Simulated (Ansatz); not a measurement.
Reference: GaP (F-43m), r2SCAN with spin-orbit coupling, rigid bands (plane waves, PAW; Ansatz, a program for electronic structure); axes and stresses refer to this cell.

```yaml
crystal:
  lattice:
    - [0.00000, 2.72572, 2.72572]
    - [2.72572, 0.00000, 2.72572]
    - [2.72572, 2.72572, 0.00000]
  atoms:
    - { symbol: Ga, position: [0.00000, 0.00000, 0.00000] }
    - { symbol: P, position: [0.25000, 0.25000, 0.25000] }
```

The Seebeck coefficient, p-type 1e19 cm⁻³ is 319 μV/K and the Seebeck coefficient, n-type 1e19 cm⁻³ is -327 μV/K. The hole conductivity mass comes out as 0.48 mₑ.

### Question
Change: hydrostatic pressure -2 GPa. What happens to Seebeck coefficient, p-type 1e19 cm⁻³, Seebeck coefficient, n-type 1e19 cm⁻³, hole conductivity mass?

### Answer
Seebeck coefficient, p-type 1e19 cm⁻³ moves little, to 321 μV/K; Seebeck coefficient, n-type 1e19 cm⁻³ grows in size to -338 μV/K; hole conductivity mass moves little, to 0.49 mₑ.

### Question
Change: hydrostatic pressure 10 GPa. What happens to Seebeck coefficient, p-type 1e19 cm⁻³, Seebeck coefficient, n-type 1e19 cm⁻³, hole conductivity mass?

### Answer
Seebeck coefficient, p-type 1e19 cm⁻³ moves little, to 309 μV/K; Seebeck coefficient, n-type 1e19 cm⁻³ moves little, to -330 μV/K; hole conductivity mass drops to 0.44 mₑ.

### Question
Change: hydrostatic pressure 2 GPa. What happens to Seebeck coefficient, p-type 1e19 cm⁻³, Seebeck coefficient, n-type 1e19 cm⁻³, hole conductivity mass?

### Answer
Seebeck coefficient, p-type 1e19 cm⁻³ moves little, to 316 μV/K; Seebeck coefficient, n-type 1e19 cm⁻³ moves little, to -328 μV/K; hole conductivity mass moves little, to 0.47 mₑ.

### Question
Change: hydrostatic pressure 5 GPa. What happens to Seebeck coefficient, p-type 1e19 cm⁻³, Seebeck coefficient, n-type 1e19 cm⁻³, hole conductivity mass?

### Answer
Seebeck coefficient, p-type 1e19 cm⁻³ moves little, to 313 μV/K; Seebeck coefficient, n-type 1e19 cm⁻³ moves little, to -329 μV/K; hole conductivity mass shrinks to 0.46 mₑ.

### Question
Change: uniaxial stress zz = 1 GPa (compression positive). What happens to Seebeck coefficient, p-type 1e19 cm⁻³, Seebeck coefficient, n-type 1e19 cm⁻³, hole conductivity mass?

### Answer
Seebeck coefficient, p-type 1e19 cm⁻³ drops to 288 μV/K; Seebeck coefficient, n-type 1e19 cm⁻³ decreases in size to -254 μV/K; hole conductivity mass falls to 0.44 mₑ.

### Question
Change: uniaxial stress zz = 2 GPa (compression positive). What happens to Seebeck coefficient, p-type 1e19 cm⁻³, Seebeck coefficient, n-type 1e19 cm⁻³, hole conductivity mass?

### Answer
Seebeck coefficient, p-type 1e19 cm⁻³ falls to 238 μV/K; Seebeck coefficient, n-type 1e19 cm⁻³ falls in size to -230 μV/K; hole conductivity mass shrinks to 0.39 mₑ.

Masses are for dilute carriers at 300 K, harmonic means over directions unless an axis is named. Seebeck coefficients are for the stated density at 300 K, with one relaxation time for all states and whether or not that doping can be reached. Stresses and pressures are the targets of the relaxation.  The structure type is held under load, also where the real crystal would transform.
